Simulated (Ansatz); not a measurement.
The reference is CsPbCl$_{3}$ in the cubic perovskite structure (space group Pm-3m, No. 221; a = 5.6188 Å). Axes: x, y, z lie along the cube axes.

Method: Ansatz (a program for electronic structure), PBEsol, PAW, cutoff 420 eV, spin-orbit coupling left out.

Base values:

| Item | Result |
|---|---|
| Pressure | 0.0 kbar |

The change: the cell is stretched by 1.80 % along z with no lateral relaxation, atoms relaxed at fixed cell.

Predict the new pressure.

The pressure (mean of the normal stresses, compression positive) goes from zero to -4.1 kbar.

The cells carry an imposed strain or load. Stability against distortions was not tested. Many cubic perovskites are stable only at high temperature; tilts and polar distortions were not tested. This is not the structure that CsPbCl3 has at room temperature and ambient pressure.
